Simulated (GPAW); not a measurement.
GPAW run on MoS2 (P-3m1, 3 atoms in the cell): self-consistent single point.

Computed with LDA (Perdew-Wang 92)+U, GPAW PAW datasets LDA (gpaw-data 1.0.1) (plane waves; GPAW).

```xyz
3
Lattice="3.2275 0.0000 0.0000 -1.6137 2.7951 0.0000 0.0000 0.0000 6.3125" Properties=species:S:1:pos:R:3 pbc="T T T"
Mo     0.0000     0.0000     3.1562
S      0.0000     1.8634     1.6117
S      1.6137     0.9317     4.7008
```

Reference input (self-consistent single point, DFT LDA (Perdew-Wang 92), plane waves, GPAW PAW datasets LDA (gpaw-data 1.0.1)): mode = pw; ecut = 600 eV; xc = LDA; kpts = 15 15 7; mesh shift (steps) = 0 0 0; occupations.name = methfessel-paxton; occupations.width = 0.1 eV; occupations.order = 0; nbands = -9; convergence.density = 1e-05 e/electron; convergence.energy = 1e-05 eV/electron; symmetry.symmorphic = false. This run's input differs from it in these lines:

```diff
@@ -15,2 +15,3 @@
             xc='LDA',
+            setups={'Mo': ':d,5.0'},
             kpts=(15, 15, 7),
```

Output (repeated stretches shortened):

```
     iter     time        total  log10-change:
                         energy   eigst   dens
iter:   1 --:--:--   -19.385535
iter:   2 --:--:--   -18.897583   -0.66  -1.12
iter:   3 --:--:--   -18.009342   -1.18  -1.18
iter:   4 --:--:--   -17.916182   -2.28  -1.33
iter:   5 --:--:--   -17.901536   -1.19  -1.40
   [... 11 lines left out ...]
iter:  17 --:--:--   -17.753066   -5.27  -3.19
iter:  18 --:--:--   -17.750151   -4.03  -3.22
iter:  19 --:--:--   -17.750460   -5.46  -3.31
iter:  20 --:--:--   -17.750437   -5.97  -3.32
iter:  21 --:--:--   -17.750420c  -5.16  -3.33
iter:  22 --:--:--   -17.750326c  -5.73  -3.39
   [... lines left out ...]
iter:  25 --:--:--   -17.750381c  -6.31  -3.90
iter:  26 --:--:--   -17.750382c  -6.47  -3.99
iter:  27 --:--:--   -17.750391c  -7.01  -4.23
iter:  28 --:--:--   -17.750394c  -7.45c -4.27
iter:  29 --:--:--   -17.750395c  -8.14c -4.32
iter:  30 --:--:--   -17.750398c  -7.41c -4.35
iter:  31 --:--:--   -17.750399c  -7.82c -4.49
iter:  32 --:--:--   -17.750399c  -8.69c -4.54
   [... 12 lines left out ...]
iter:  45 --:--:--   -17.750400c  -8.48c -4.78
iter:  46 --:--:--   -17.750400c  -8.38c -4.83
iter:  47 --:--:--   -17.750400c  -9.19c -4.88
iter:  48 --:--:--   -17.750400c -10.00c -5.00
iter:  49 --:--:--   -17.750400c -10.48c -5.00c
Converged after 49 iterations.

Dipole moment: (-0.000000, -0.000000, -0.000000) |e|*Ang

Energy contributions relative to reference atoms: (reference = -131668.980924)

Kinetic:         -4.655359
Potential:       -1.820182
External:        +0.000000
XC:             -11.196126
Entropy (-ST):   -0.005455
Local:           -0.076005
SIC:             +0.000000
--------------------------
Free energy:    -17.753127
Extrapolated:   -17.750400

Showing only first 2 kpts
 Kpt  Band  Eigenvalues  Occupancy
  0    11      6.20018    2.00000
  0    12      6.20026    2.00000
  0    13      7.05146    1.99973
  0    14      7.05146    1.99973

  1    11      6.19927    2.00000
  1    12      6.47657    2.00000
  1    13      7.03834    1.99987
  1    14      7.03835    1.99987

Fermi level: 7.30906

No gap
No difference between direct/indirect transitions
Energy (eV): -17.7504

Forces in eV/Ang:
  0 Mo    0.00000    0.00000    0.00000
  1 S     0.00000    0.00000    0.25325
  2 S     0.00000    0.00000   -0.25325

Stress tensor:
     0.036511     0.000000     0.000000
    -0.000000     0.036512     0.000000
     0.000000     0.000000     0.028335
Stress (GPa, Voigt): [5.8498 5.8498 4.5398 0.     0.     0.    ]
```

The run converged in 49 iterations. GPAW prints stress with tension positive. Against the reference run the pressure goes from -6.28 to -5.41 GPa and the largest force goes from 0.216 to 0.253 eV/Å.

The starting cell comes from a database of computed structures (which also holds hypothetical and non-ambient phases and stackings), without a prior relaxation at this level. Spin polarisation is off. The U value is a test value, and with U on an open shell several self-consistent states can exist. With a pressure of about -5 GPa the cell is away from its equilibrium volume at this level.

Cost on one core of a shared machine: roughly 5 min.
